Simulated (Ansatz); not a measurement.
# A computed series for RbBr: response to strain

Base system: RbBr in the rock salt structure (space group Fm-3m, No. 225; a = 7.018 Å).

Strains are applied to the cell and any free atomic positions relax.

All numbers come from plane-wave PAW DFT at the PBE level (Ansatz, a quantum-chemistry and plane-wave program, 420 eV), without spin-orbit coupling.

Candidates:
(a) isotropic strain −0.50 %
(b) isotropic strain +1.50 %
(c) isotropic strain +2.00 %
(d) isotropic strain −3.00 %

Base values:

The band gap comes out as 4.19 eV.

Order them by band gap, lowest first.

(c) isotropic strain +2.00 % (4.05 eV), (b) isotropic strain +1.50 % (4.09 eV), (a) isotropic strain −0.50 % (4.23 eV), (d) isotropic strain −3.00 % (4.42 eV)

Whether these cells are dynamically stable was not tested.
